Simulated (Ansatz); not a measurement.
Worked example: self-consistent single point of Li₂HfO₃ (C2/m, 6 atoms in the cell) in Ansatz (a quantum-chemistry and plane-wave program).

Computed with r2SCAN, default PAW files made with PBE (plane waves; Ansatz).

```yaml
crystal:
  lattice:
    - [4.74671, -2.06681, 0.00000]
    - [4.74671, 2.06681, 0.00000]
    - [-0.61842, 0.00000, 3.08397]
  atoms:
    - { symbol: Li, position: [0.33578, 0.33578, 0.42138] }
    - { symbol: Li, position: [0.66422, 0.66422, 0.57862] }
    - { symbol: Hf, position: [0.00000, 0.00000, 0.00000] }
    - { symbol: O, position: [0.14665, 0.14665, 0.58916] }
    - { symbol: O, position: [0.85335, 0.85335, 0.41084] }
    - { symbol: O, position: [0.50000, 0.50000, 0.00000] }
```

Reference input (self-consistent single point, DFT, r2SCAN, plane waves, default PAW files made with PBE): basis.ecutwfc = 500 eV; kpoints.mp_grid.grid = 5 5 6; hamiltonian.xc = r2scan; hamiltonian.pseudopotentials = {kind: paw} (the program's default PAW files); scf.occupations.method = fixed. This run's input differs from it in these lines:

Ansatz 0.2 input:
```diff
@@ -14,3 +14,3 @@
 basis:
-  ecutwfc: 500.0
+  ecutwfc: 400.0
 kpoints:
```

Output, abridged:

```
SCF iter   1: F=—  HF=-17859.115133 eV  |F-HF|=—  |Δ(HF+E_count)|=         —  Δρ=8.97e-3  dr2=3.69e-2  dr2_τ=2.56e-1  ethr=1.77e-3  ⟨swp⟩=4.0  Hψ=4680  notcnv=0  defer=140
all-band conjugate gradients solve this SCF's bands
preconditioner: auto → Resta (q_TF=auto, 2.643 Å⁻¹)
SCF iter   2: F=—  HF=-17859.234517 eV  |F-HF|=—  |Δ(HF+E_count)|=   1.19e-1  Δρ=4.90e-3  dr2=1.04e-2  dr2_τ=1.44e-3  ethr=7.37e-5  ⟨swp⟩=2.0  Hψ=3188  notcnv=0  defer=179
   [... lines left out ...]
SCF iter   6: F=—  HF=-17859.233520 eV  |F-HF|=—  |Δ(HF+E_count)|=   3.45e-7  Δρ=5.99e-5  dr2=1.85e-6  dr2_τ=2.49e-7  ethr=1.84e-8  ⟨swp⟩=2.0  Hψ=2523  notcnv=0  defer=79
SCF iter   7: F=—  HF=-17859.233519 eV  |F-HF|=—  |Δ(HF+E_count)|=   2.03e-7  Δρ=1.60e-5  dr2=1.35e-7  dr2_τ=1.67e-8  ethr=3.69e-9  ⟨swp⟩=2.0  Hψ=2314  notcnv=0  defer=79
SCF iter   8: F=-17859.233519 eV  HF=-17859.233519 eV  |F-HF|=3.15e-8  |Δ(HF+E_count)|=  3.27e-11  Δρ=9.18e-6  dr2=4.93e-8  dr2_τ=4.09e-9  ethr=2.00e-10  ⟨swp⟩=10.1  Hψ=6461  notcnv=0
SCF 1 converged in 8 iterations: F = -17859.233519 eV  dr2 = 4.93e-8
Free energy (F): -17859.233519 eV
Internal energy: -17859.233519 eV  (E = F + TS)
E sigma→0 (E₀):  -17859.233519 eV
Fermi energy:    8.535306 eV
--- Forces (eV/Å), atoms counted from 1 ---
  atom   1  Li     0.01430825     0.00000000     0.00721666
  atom   2  Li    -0.01430825     0.00000000    -0.00721666
  atom   3  Hf     0.00000000     0.00000000     0.00000000
  atom   4  O      0.20414927     0.00000000     0.01865310
  atom   5  O     -0.20414927     0.00000000    -0.01865310
  atom   6  O      0.00000000     0.00000000     0.00000000
--- Stress (GPa, compression-positive) ---
        1.710637       0.000000       0.042141
        0.000000       2.504105       0.000000
        0.042140       0.000000       2.676971
  P = ⅓ Tr σ = 2.2972 GPa (22.972 kbar)
  The stress holds the Pulay correction. Without it, at fixed plane waves, as pw.x and ABINIT print it: P = 1.3186 GPa
```

The run converged in 8 iterations. Against the reference run the free energy goes up by 5.4 meV/atom, the pressure moves little (2.34 to 2.30 GPa), the largest force moves little (0.207 to 0.205 eV/Å) and the gap on the mesh moves little (4.804 to 4.803 eV).

The starting cell comes from a database of computed structures (which also holds hypothetical and non-ambient phases and stackings), without a prior relaxation at this level. Spin-orbit coupling is off. Ansatz's pressure includes its estimate of the finite-basis (Pulay) stress. Without the estimate this run gives 1.32 GPa. The cutoff lies below the one recommended for these files.
